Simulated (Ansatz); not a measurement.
A self-consistent single point of CsCdCl₃ (P4mm, 5 atoms in the cell) with Ansatz (an electronic-structure program).

Method: LDA (PW92), default PAW files made with PBE (plane waves; Ansatz).

The change in words: lattice scaled by 0.98; basis.ecutwfc: 30.9 Ry → 61.7 Ry. Reference geometry:
```xyz
5
Lattice="5.2802 0.0000 0.0000 0.0000 5.2802 0.0000 0.0000 0.0000 5.2802" Properties=species:S:1:pos:R:3 pbc="T T T"
Cs     0.0000     0.0000     0.0500
Cd     2.6401     2.6401     2.6401
Cl     0.0000     2.6401     2.6401
Cl     2.6401     0.0000     2.6401
Cl     2.6401     2.6401     0.0000
```

Reference input (self-consistent single point, DFT, LDA (PW92), plane waves, default PAW files made with PBE): basis.ecutwfc = 30.9 Ry; kpoints.mp_grid.grid = 5 5 5; hamiltonian.xc = lda; hamiltonian.pseudopotentials = {kind: paw} (the program's default PAW files); scf.occupations.method = fixed. This run's input differs from it in these lines:

Ansatz 0.2 input:
```diff
@@ -2,5 +2,5 @@
   lattice:
-    - [5.28019300, 0.00000000, 0.00000000]
-    - [0.00000000, 5.28019300, 0.00000000]
-    - [0.00000000, 0.00000000, 5.28019300]
+    - [5.17458900, 0.00000000, 0.00000000]
+    - [0.00000000, 5.17458900, 0.00000000]
+    - [0.00000000, 0.00000000, 5.17458900]
   atoms:
@@ -12,3 +12,3 @@
 basis:
-  ecutwfc: 30.9 Ry
+  ecutwfc: 61.7 Ry
 kpoints:
```

Output (repeated stretches shortened):

```
SCF iter   1: F=—  HF=-16762.474220 eV  |F-HF|=—  |Δ(HF+E_count)|=         —  Δρ=7.41e-3  dr2=7.12e-2  ethr=1.77e-3  ⟨swp⟩=5.1  Hψ=1998  notcnv=0  defer=37
all-band conjugate gradients solve this SCF's bands
preconditioner: auto → Resta (q_TF=auto, 2.302 Å⁻¹)
SCF iter   2: F=—  HF=-16762.453948 eV  |F-HF|=—  |Δ(HF+E_count)|=   2.03e-2  Δρ=3.36e-3  dr2=1.32e-2  ethr=1.42e-4  ⟨swp⟩=2.4  Hψ=1094  notcnv=0  defer=51
   [... lines left out ...]
SCF iter   4: F=—  HF=-16762.450167 eV  |F-HF|=—  |Δ(HF+E_count)|=   6.33e-5  Δρ=2.00e-4  dr2=5.61e-5  ethr=1.27e-6  ⟨swp⟩=2.7  Hψ=937  notcnv=0  defer=53
SCF iter   5: F=—  HF=-16762.449892 eV  |F-HF|=—  |Δ(HF+E_count)|=   2.75e-4  Δρ=5.41e-5  dr2=4.48e-6  ethr=1.12e-7  ⟨swp⟩=2.2  Hψ=932  notcnv=0  defer=21
SCF iter   6: F=—  HF=-16762.449894 eV  |F-HF|=—  |Δ(HF+E_count)|=   2.23e-6  Δρ=9.34e-6  dr2=2.36e-7  ethr=8.95e-9  ⟨swp⟩=2.6  Hψ=846  notcnv=0  defer=21
SCF iter   7: F=-16762.449894 eV  HF=-16762.449894 eV  |F-HF|=1.64e-9  |Δ(HF+E_count)|=   2.15e-8  Δρ=1.96e-6  dr2=9.30e-9  ethr=2.00e-10  ⟨swp⟩=12.1  Hψ=2913  notcnv=0
SCF 1 converged in 7 iterations: F = -16762.449894 eV  dr2 = 9.30e-9
Free energy (F): -16762.449894 eV
Internal energy: -16762.449894 eV  (E = F + TS)
E sigma→0 (E₀):  -16762.449894 eV
Fermi energy:    3.707650 eV
--- Forces (eV/Å), atoms counted from 1 ---
  atom   1  Cs    -0.00000000     0.00000000    -0.04081462
  atom   2  Cd     0.00000000     0.00000000     0.01086827
  atom   3  Cl     0.00000000     0.00000000     0.01264447
  atom   4  Cl     0.00000000     0.00000000     0.01264447
  atom   5  Cl    -0.00000000     0.00000000     0.00465381
--- Stress (GPa, compression-positive) ---
       -1.393684       0.000000      -0.000000
        0.000000      -1.393684       0.000000
       -0.000000       0.000000      -1.392067
  P = ⅓ Tr σ = -1.3931 GPa (-13.931 kbar)
  The stress holds the Pulay correction. Without it, at fixed plane waves, as pw.x and ABINIT print it: P = -1.3934 GPa
```

The run converged in 7 iterations. Against the reference run the free energy drops by 26.3 meV/atom, the pressure goes from -3.23 to -1.39 GPa, the largest force goes from 0.025 to 0.041 eV/Å and the gap on the mesh goes from 1.568 to 1.717 eV.

The starting cell comes from a database of computed structures (which also holds hypothetical and non-ambient phases and stackings), without a prior relaxation at this level. Its lattice was rescaled by up to half a per cent. One atom was moved a little off its site on purpose. For this run, on top of that: lattice scaled by 0.98. Ansatz's pressure includes its estimate of the finite-basis (Pulay) stress.
